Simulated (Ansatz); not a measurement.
## A computed series for ZrO2: pressure series

Base system: ZrO2 in the fluorite structure (space group Fm-3m, No. 225).

```
ZrO2
1.0
    0.00000     2.55794     2.55794
    2.55794     0.00000     2.55794
    2.55794     2.55794     0.00000
Zr O
1 2
Direct
  0.00000   0.00000   0.00000
  0.25000   0.25000   0.25000
  0.75000   0.75000   0.75000
```

Cell and atoms are relaxed at each pressure.

Level of theory: PBE/PAW in Ansatz (an electronic-structure program), scalar-relativistic without spin-orbit coupling, earlier PAW set.

```json
[
 {"variant": "base", "volume per atom": "11.16 Å³", "smallest direct gap": "3.75 eV"},
 {"variant": "pressure −2 GPa", "volume per atom": "11.25 Å³", "smallest direct gap": "3.72 eV"},
 {"variant": "pressure −1 GPa", "volume per atom": "11.21 Å³", "smallest direct gap": "3.73 eV"},
 {"variant": "pressure 0.9 GPa", "volume per atom": "11.12 Å³", "smallest direct gap": "3.76 eV"},
 {"variant": "pressure 2.1 GPa", "volume per atom": "11.06 Å³", "smallest direct gap": "3.78 eV"},
 {"variant": "pressure 4.5 GPa", "volume per atom": "[?]", "smallest direct gap": "3.81 eV"},
 {"variant": "pressure 9 GPa", "volume per atom": "10.77 Å³", "smallest direct gap": "3.88 eV"},
 {"variant": "pressure 15 GPa", "volume per atom": "10.55 Å³", "smallest direct gap": "3.95 eV"},
 {"variant": "pressure 22.5 GPa", "volume per atom": "[?]", "smallest direct gap": "4.04 eV"},
 {"variant": "pressure 30 GPa", "volume per atom": "[?]", "smallest direct gap": "[?]"}
]
```

Question: Some entries are withheld; estimate them.

Answer: 
- pressure 4.5 GPa, volume per atom: 10.96 Å³
- pressure 22.5 GPa, volume per atom: 10.29 Å³
- pressure 30 GPa, volume per atom: 10.07 Å³
- pressure 30 GPa, smallest direct gap: 4.12 eV

Load acts through the strain it causes; cell and atoms are relaxed under it. Whether these cells are dynamically stable was not tested. No other phases were tried under pressure. This is not the structure that ZrO2 has at room temperature and ambient pressure.
